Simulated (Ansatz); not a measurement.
Start from Al2Cu (space group I4/mcm, No. 140; a = 6.059 Å, c = 4.874 Å).

Computed with DFT with PBE, PAW potentials and a 420 eV plane-wave cutoff in Ansatz (a program for electronic structure), spin-orbit coupling left out, earlier PAW set.

Before the change:

The volume per atom is 14.91 Å³.

Modification: cell and atoms relaxed at a pressure of 2.1 GPa.

Estimate the effect on the volume per atom.

The volume per atom shrinks by 0.297 Å³ to 14.62 Å³.

Load acts through the strain it causes; cell and atoms are relaxed under it. Whether these cells are dynamically stable was not tested. All final runs are without spin polarisation.
